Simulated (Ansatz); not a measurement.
Results of PBEsol+SOC (PAW; Ansatz, a quantum-chemistry and plane-wave program) for InSbO4 (model structure, started from the BPO4 type, I-4, No. 82, 6 atoms in the cell).

The input as run:

Ansatz 0.2 input:
```yaml
crystal:
  lattice:
    - [-2.9294685392, 2.9294685392, 3.882851329]
    - [2.9294685392, -2.9294685392, 3.882851329]
    - [2.9294685392, 2.9294685392, -3.882851329]
  atoms:
    - { symbol: In, position: [0.25, 0.75, 0.5] }
    - { symbol: Sb, position: [0.0, 0.0, 0.0] }
    - { symbol: O, position: [0.2757325892, 0.3572624394, 0.3784116328] }
    - { symbol: O, position: [0.6427375606, 0.0211491934, 0.9184701498] }
    - { symbol: O, position: [0.9788508066, 0.8973209564, 0.6215883672] }
    - { symbol: O, position: [0.1026790436, 0.7242674108, 0.0815298502] }
basis:
  ecutwfc: 520
  ecutrho_ratio: 4
  xc_grid: 2
kpoints:
  mp_grid: { grid: [8, 8, 8] }
  band_path:
    path:
      - [0.0, 0.0, 0.0]
      - [0.0, 0.0, 0.071429]
      - [0.0, 0.0, 0.142857]
      - [0.0, 0.0, 0.214286]
      - [0.0, 0.0, 0.285714]
      - [0.0, 0.0, 0.357143]
      - [0.0, 0.0, 0.428571]
      - [0.0, 0.0, 0.5]
      - [0.083333, 0.083333, 0.416667]
      - [0.166667, 0.166667, 0.333333]
      - [0.25, 0.25, 0.25]
      - [0.1875, 0.3125, 0.1875]
      - [0.125, 0.375, 0.125]
      - [0.0625, 0.4375, 0.0625]
      - [0.0, 0.5, 0.0]
      - [0.0, 0.416667, 0.0]
      - [0.0, 0.333333, 0.0]
      - [0.0, 0.25, 0.0]
      - [0.0, 0.166667, 0.0]
      - [0.0, 0.083333, 0.0]
      - [0.071429, 0.071429, -0.071429]
      - [0.142857, 0.142857, -0.142857]
      - [0.214286, 0.214286, -0.214286]
      - [0.285714, 0.285714, -0.285714]
      - [0.357143, 0.357143, -0.357143]
      - [0.428571, 0.428571, -0.428571]
      - [0.5, 0.5, -0.5]
      - [0.392304, 0.607696, -0.392304]
      - [-0.392304, 0.392304, 0.392304]
      - [-0.343266, 0.343266, 0.343266]
      - [-0.294228, 0.294228, 0.294228]
      - [-0.24519, 0.24519, 0.24519]
      - [-0.196152, 0.196152, 0.196152]
      - [-0.147114, 0.147114, 0.147114]
      - [-0.098076, 0.098076, 0.098076]
      - [-0.049038, 0.049038, 0.049038]
      - [-0.094869, 0.094869, 0.5]
      - [-0.189738, 0.189738, 0.5]
      - [-0.284607, 0.284607, 0.5]
      - [0.5, 0.5, -0.284607]
      - [0.5, 0.5, -0.392304]
    npoints: 1
hamiltonian:
  xc: pbesol
  dispersion: none
  pseudopotentials: { kind: paw }
scf:
  occupations: { method: fermi_dirac, width: 0.01 }
  convergence: { dr2_threshold: 0.0000000006 }
output:
  forces: true
  stress: true
  eigenvalues: true
  write_bands: true
magnetization:
  noncollinear: true
  spin_orbit: true
```

From the output:

```
Crystal: 6 atoms, lattice volume = 133.287 Å³
Basis set: ecut = 520 eV, 3623 PW (Γ), exchange–correlation on 90×90×90 points (8 copies of the dense FFT grid, shifted against one another)
Bands: 64, of which v1, the nominal top of the filled ones, is band 52 counted from 1 (51 counted from 0)
Symmetry: 4 space group operations + 4 with time reversal
k-points: 78 of 512 (time reversal used)
Initial density: superposition of atomic densities (chi_scale 0.1, normalization cell, long waves kept (reshape's long-wave potential 0.05 eV rms))
Functional: x = pbesol(κ = 0.804, μ = 0.12345679012345678), c = pbesol(β = 0.046)
spin=Noncollinear: Resta preconditioning applied to the charge; magnetization (m_x, m_y, m_z) channels mix plain (no charge-response kernel on spin).
SCF 1 converged in 10 iterations: F = -14177.997409 eV  dr2 = 5.25e-10
SCF converged after 10 iterations
Free energy (F): -14177.997409 eV
Internal energy: -14177.997409 eV  (E = F + TS)
E sigma→0 (E₀):  -14177.997409 eV
Fermi energy:    2.095270 eV
--- Forces (eV/Å), atoms counted from 1 ---
  atom   1  In     0.00000000    -0.00000000     0.00000000
  atom   2  Sb    -0.00000000     0.00000000     0.00000000
  atom   3  O      0.00439157    -0.00406666     0.00278029
  atom   4  O     -0.00406666    -0.00439157    -0.00278029
  atom   5  O     -0.00439157     0.00406666     0.00278029
  atom   6  O      0.00406666     0.00439157    -0.00278029
--- Stress (GPa, compression-positive) ---
       -0.050509      -0.000000       0.000000
        0.000000      -0.050509       0.000000
        0.000000       0.000000      -0.034299
  P = ⅓ Tr σ = -0.0451 GPa (-0.451 kbar)
```

The PAW data were made under PBE.

Note: the relaxation could raise the start's symmetry but not lower it, so the cell can be a saddle point.

The result took roughly 5 core-minutes.

A model structure was made by putting elements into a prototype or built by hand; it is no filed structure, need not be a known phase, and can be a saddle point held by its symmetry.
